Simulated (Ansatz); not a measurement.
System: SiTe2 (model structure, started from the rutile type, P4₂/mnm, No. 136, 6 atoms in the cell). Method: r²SCAN+SOC (PAW; Ansatz, a quantum-chemistry and plane-wave program).

From the output:

```
Crystal: 6 atoms, lattice volume = 163.225 Å³
Basis set: ecut = 560 eV, 4927 PW (Γ), exchange–correlation on 150×150×96 points (27 copies of the dense FFT grid, shifted against one another)
Bands: 88, of which v1, the nominal top of the filled ones, is band 72 counted from 1 (71 counted from 0)
Symmetry: 16 space group operations + 16 with time reversal
k-points: 168 of 1400
Initial density: superposition of atomic densities (chi_scale 0.1, normalization cell, long waves kept (reshape's long-wave potential 0.00 eV rms))
Functional: x = r2scan, c = r2scan; τ floored in thin density (d = 2e-4 eV/Å³)
spin=Noncollinear: Kerker preconditioning applied to the charge; magnetization (m_x, m_y, m_z) channels mix plain (no charge-response kernel on spin).
SCF 1 converged in 10 iterations: F = -29209.883317 eV  dr2 = 5.21e-10
SCF converged after 10 iterations
Free energy (F): -29209.883317 eV
Internal energy: -29209.856602 eV  (E = F + TS)
E sigma→0 (E₀):  -29209.869960 eV
Fermi energy:    8.900599 eV
--- Forces (eV/Å), atoms counted from 1 ---
  atom   1  Si     0.00000000     0.00000000     0.00000000
  atom   2  Si     0.00000000    -0.00000000     0.00000000
  atom   3  Te     0.04183625     0.04183625     0.00000000
  atom   4  Te     0.04183625    -0.04183625     0.00000000
  atom   5  Te    -0.04183625     0.04183625     0.00000000
  atom   6  Te    -0.04183625    -0.04183625     0.00000000
--- Stress (GPa, compression-positive) ---
        2.251880       0.000000       0.000000
        0.000000       2.251880       0.000000
        0.000000       0.000000       2.031595
  P = ⅓ Tr σ = 2.1785 GPa (21.785 kbar)
```

Question: Write an input file that could have produced this run (the log leaves some choices open).

Answer: One answer among several that fit: 
Ansatz 0.2 input:
```yaml
crystal:
  lattice:
    - [6.4007810753, 0.0, 0.0]
    - [0.0, 6.4007810753, 0.0]
    - [0.0, 0.0, 3.9840154379]
  atoms:
    - { symbol: Si, position: [0.0, 0.0, 0.0] }
    - { symbol: Si, position: [0.5, 0.5, 0.5] }
    - { symbol: Te, position: [0.2998570938, 0.2998570938, 0.0] }
    - { symbol: Te, position: [0.7998570938, 0.2001429062, 0.5] }
    - { symbol: Te, position: [0.2001429062, 0.7998570938, 0.5] }
    - { symbol: Te, position: [0.7001429062, 0.7001429062, 0.0] }
basis:
  ecutwfc: 560
  ecutrho_ratio: 4
  xc_grid: 3
kpoints:
  mp_grid: { grid: [10, 10, 14] }
hamiltonian:
  xc: r2scan
  dispersion: none
  pseudopotentials: { kind: paw }
scf:
  occupations: { method: fermi_dirac, width: 0.05 }
  convergence: { dr2_threshold: 0.0000000006 }
output:
  forces: true
  stress: true
  eigenvalues: true
magnetization:
  noncollinear: true
  spin_orbit: true
```

The PAW data were made under PBE.

Note: the relaxation could raise the start's symmetry but not lower it, so the cell can be a saddle point. Note: cell and atoms aren't relaxed at this level (largest force component 0.04 eV/Å, pressure 2.2 GPa).

It cost very roughly 16 core-minutes of CPU time.

A model structure was made by putting elements into a prototype or built by hand; it is no filed structure, need not be a known phase, and can be a saddle point held by its symmetry.
